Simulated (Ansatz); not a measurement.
**What In → Be does to InP**

The parent structure is InP in the zinc blende structure (space group F-43m, No. 216; a = 5.878 Å).

Now apply this change: Be takes the place of In on all its sites; the structure is relaxed again.

All numbers come from PBEsol (Ansatz, a program for electronic structure, PAW, no spin-orbit coupling). Settings: 16×16×16 k-points, 0.05 eV Fermi–Dirac smearing, for the changed cell.

```csv
quantity,base,changed,shift
volume per atom,25.39 Å³,14.84 Å³,-10.55 Å³
density,4.77 g/cm³,2.24 g/cm³,-2.53 g/cm³
lattice parameter a,5.878 Å,4.915 Å,-0.963 Å
space group,F-43m (No. 216),F-43m (No. 216),–
shortest interatomic distance,2.545 Å,2.128 Å,-0.417 Å
band gap,0.57 eV,zero,–
```

Final structure:

```xyz
2
Lattice="0.0000 2.4575 2.4575 2.4575 0.0000 2.4575 2.4575 2.4575 0.0000" Properties=species:S:1:pos:R:3 pbc="T T T"
P      3.6862     3.6862     3.6862
Be     0.0000     0.0000     0.0000
```

Stability against distortions was not tested. As relaxed here, BeP is a hypothetical phase, not in the database extracts checked. The final runs are not spin-polarised. An odd electron count without spin: BeP.
